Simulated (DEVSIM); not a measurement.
abrupt Ge p-n junction

Device: abrupt Ge p-n junction, at 300 K.

```tsv
layer (left to right)	material	thickness (μm)	Nd (cm⁻³)	Na (cm⁻³)	τn (s)	τp (s)
1	Ge	2.00	-	1e17	0.00075	0.00075
2	Ge	0.890	2.2e16	-	0.00075	0.00075
```

Left contact: ohmic. Right contact: ohmic. Voltage is applied to the left contact. Recombination: SRH at mid-gap, radiative, Auger. Mobility is μmin + (μ − μmin)/(1 + (N/Nref)^α).

The device is made up for the run: typed textbook-type constants, with dimensions and the other settings drawn at random. Values at 300 K.

| parameter | Ge |
|---|---|
| gap (eV) | 0.664 |
| affinity (eV) | 4 |
| permittivity | 16 |
| Nc (cm⁻³) | 1.04e19 |
| Nv (cm⁻³) | 6e18 |
| μn (cm²/Vs) | 3900 |
| μp (cm²/Vs) | 1900 |
| μn,min | 150 |
| μp,min | 100 |
| Nref,n | 2.6e17 |
| Nref,p | 4e17 |
| αn | 0.56 |
| αp | 0.6 |
| B (cm³/s) | 6.4e-14 |
| Cn (cm⁶/s) | 1e-31 |
| Cp (cm⁶/s) | 1e-31 |

Simulated with DEVSIM: 1D drift-diffusion, Boltzmann statistics, complete ionisation; no tunnelling, impact ionisation, image-force lowering or self-heating.

```json
{
  "potential_step_across_the_device_at_zero_bias": "0.399 V",
  "largest_field_in_the_device_at_zero_bias": "38000 V/cm",
  "Dark forward voltage at 1 A/cm²": "0.161 V",
  "Dark forward voltage at 100 A/cm²": "0.284 V"
}
```

Dark forward current:

```csv
V (V),J (A/cm²)
0.05,0.012
0.10,0.093
0.15,0.65
0.20,4.4
0.25,29
0.30,180
0.35,890
0.40,2900
```
